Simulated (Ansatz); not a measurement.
## How the bulk modulus B0 of L1₀ (CuAu-type) CuAu moves with the method

No measured value is used here.

```json
[
 {"level (code)": "LDA (Ansatz)", "value (GPa)": "190", "cell (Å³/atom)": "13.78"},
 {"level (code)": "PBE (Ansatz)", "value (GPa)": "140", "cell (Å³/atom)": "15.00"},
 {"level (code)": "PBE+SOC (Ansatz)", "value (GPa)": "144", "cell (Å³/atom)": "14.91"},
 {"level (code)": "PBEsol (Ansatz)", "value (GPa)": "171", "cell (Å³/atom)": "14.21"},
 {"level (code)": "PBEsol+SOC (Ansatz)", "value (GPa)": "174", "cell (Å³/atom)": "14.13"},
 {"level (code)": "r²SCAN (Ansatz)", "value (GPa)": "157", "cell (Å³/atom)": "14.53"}
]
```

Density-functional levels without +SOC have no spin–orbit coupling. Each level is taken at its own relaxed cell. Cutoffs differ between the levels. Ansatz's density-functional and Hartree–Fock values are scalar-relativistic unless marked +SOC, with PAW data made under PBE.

Ansatz is a quantum-chemistry and plane-wave program.
